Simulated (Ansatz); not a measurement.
Worked example: self-consistent single point of a (100) slab of Al2Cu (cut from a parent of space group no. 139; 12 atoms in the cell) in Ansatz (a program for electronic structure).

Method of the run: LDA (PW92), default PAW files made with PBE (plane waves; Ansatz).

```xyz
12
Lattice="4.0404 0.0000 0.0000 0.0000 5.6737 0.0000 0.0000 0.0000 20.0606" Properties=species:S:1:pos:R:3 pbc="T T T"
Al     2.0202     1.4184     9.0202
Al     0.0000     1.4184     7.0000
Cu     0.0000     2.8368     9.0202
Al     0.0000     4.2553     7.0000
Al     2.0202     4.2553     9.0202
Cu     2.0202     0.0000     7.0000
Al     2.0202     1.4184    13.0606
Al     0.0000     1.4184    11.0404
Cu     0.0000     2.8368    13.0606
Al     0.0000     4.2553    11.0404
Al     2.0202     4.2553    13.0606
Cu     2.0202     0.0000    11.0404
```

Reference input (self-consistent single point, DFT, LDA (PW92), plane waves, default PAW files made with PBE): basis.ecutwfc = 30.9 Ry; kpoints.mp_grid.grid = 7 5 1; hamiltonian.xc = lda; hamiltonian.pseudopotentials = {kind: paw} (the program's default PAW files); scf.occupations.method = gaussian; scf.occupations.width = 0.0073 Ry. This run's input differs from it in these lines:

Ansatz 0.2 input:
```diff
@@ -21,3 +21,3 @@
 kpoints:
-  mp_grid: { grid: [7, 5, 1] }
+  mp_grid: { grid: [11, 8, 1] }
 hamiltonian:
```

Output, abridged:

```
SCF iter   1: F=—  HF=-30324.044848 eV  |F-HF|=—  |Δ(HF+E_count)|=         —  Δρ=5.56e-3  dr2=1.76e-1  ethr=1.77e-3  ⟨swp⟩=10.4  Hψ=9014  notcnv=0  defer=11
all-band conjugate gradients solve this SCF's bands
preconditioner: auto → LDOS
SCF iter   2: F=—  HF=-30324.144748 eV  |F-HF|=—  |Δ(HF+E_count)|=   9.99e-2  Δρ=1.42e-2  dr2=5.50e-1  ethr=1.76e-4  ⟨swp⟩=2.1  Hψ=3870  notcnv=0  defer=146
   [... lines left out ...]
SCF iter   6: F=—  HF=-30324.024693 eV  |F-HF|=—  |Δ(HF+E_count)|=   5.83e-6  Δρ=1.40e-4  dr2=5.17e-5  ethr=1.69e-7  ⟨swp⟩=2.0  Hψ=3168  notcnv=0  defer=125
SCF iter   7: F=—  HF=-30324.024753 eV  |F-HF|=—  |Δ(HF+E_count)|=   5.97e-5  Δρ=4.66e-5  dr2=6.75e-6  ethr=5.17e-8  ⟨swp⟩=2.6  Hψ=3246  notcnv=0  defer=125
SCF iter   8: F=—  HF=-30324.024753 eV  |F-HF|=—  |Δ(HF+E_count)|=   1.34e-7  Δρ=1.01e-5  dr2=5.17e-7  ethr=6.75e-9  ⟨swp⟩=2.3  Hψ=2378  notcnv=0  defer=125
SCF iter   9: F=-30324.024753 eV  HF=-30324.024753 eV  |F-HF|=1.41e-8  |Δ(HF+E_count)|=   1.38e-7  Δρ=2.74e-6  dr2=2.99e-8  ethr=1.00e-10  ⟨swp⟩=15.9  Hψ=9240  notcnv=0
SCF 1 converged in 9 iterations: F = -30324.024753 eV  dr2 = 2.99e-8
Free energy (F): -30324.024753 eV
Internal energy: -30323.997488 eV  (E = F + TS)
E sigma→0 (E₀):  -30324.011121 eV
Entropy (-TS):   -0.027265 eV (-2.272 meV/atom)
Fermi energy:    0.995275 eV
--- Forces (eV/Å), atoms counted from 1 ---
  atom   1  Al    -0.00000000     0.02500010    -0.14745281
  atom   2  Al     0.00000000    -0.07196702     0.10197245
  atom   3  Cu    -0.00000000     0.00000000     0.05779883
  atom   4  Al     0.00000000     0.07196702     0.10197245
  atom   5  Al     0.00000000    -0.02500010    -0.14745281
  atom   6  Cu     0.00000000     0.00000000     0.21342713
  atom   7  Al     0.00000000     0.07196702    -0.10197245
  atom   8  Al     0.00000000    -0.02500010     0.14745281
   [... lines left out ...]
  atom  12  Cu     0.00000000    -0.00000000    -0.05779883
--- Stress (GPa, compression-positive) ---
       -1.810501      -0.000000      -0.000000
       -0.000000      -2.009959      -0.000000
       -0.000000      -0.000000      -0.715941
  P = ⅓ Tr σ = -1.5121 GPa (-15.121 kbar)
  The stress holds the Pulay correction. Without it, at fixed plane waves, as pw.x and ABINIT print it: P = -1.5397 GPa
```

The run converged in 9 iterations. Against the reference run the free energy falls by 5.3 meV/atom and the largest force goes from 0.180 to 0.213 eV/Å.

The starting cell comes from a database of computed structures (which also holds hypothetical and non-ambient phases and stackings), without a prior relaxation at this level. The slab is cut from that crystal, and its faces are unrelaxed. Its lattice was rescaled by up to half a per cent. Spin polarisation is off.

Cost on one core of a shared machine: roughly 70 s.
